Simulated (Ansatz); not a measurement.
We consider C11b MoSi2, described by r²SCAN-D4 in Ansatz (PAW).

Numerical settings: plane-wave cutoff 560 eV, 24×24×24 k mesh, Fermi–Dirac smearing 0.05 eV, no spin polarisation, scalar-relativistic PAW data made under PBE.

Cell (relaxed at this level):

```cif
data_Mo2Si4
_chemical_formula_sum 'Si4 Mo2'
_space_group_name_H-M_alt 'I4/mmm'
_space_group_IT_number 139
_space_group_name_Hall '-I 4 2'
_cell_length_a 3.19138
_cell_length_b 3.19138
_cell_length_c 7.79865
_cell_angle_alpha 90.000
_cell_angle_beta 90.000
_cell_angle_gamma 90.000
loop_
_atom_site_label
_atom_site_type_symbol
_atom_site_symmetry_multiplicity
_atom_site_Wyckoff_symbol
_atom_site_fract_x
_atom_site_fract_y
_atom_site_fract_z
_atom_site_occupancy
Si1 Si 4 e 0.00000 0.00000 0.33518 1
Mo1 Mo 2 a 0.00000 0.00000 0.00000 1
```
(The calculation used a cell of 3 atoms; values per cell refer to that cell.)

Estimate the bulk modulus B0 and pressure derivative B′ of the bulk modulus that the calculation returns.


bulk modulus B0: 223 GPa
pressure derivative B′ of the bulk modulus: 4.4

The run finds no gap.

Measured, for comparison: bulk modulus 222 ± 2 GPa (room temperature, not corrected to a static lattice, B' = 4; as tabulated in Structural stability of MoSi2 and Mo5Si3 under high pressure, Chin. Phys. B 26 …). Computed (rounded) less measured: bulk modulus +0.5 % (inside the measured uncertainty).

Note: the bulk modulus comes from volumes at which shape and atoms were relaxed.

Ansatz is an electronic-structure program.
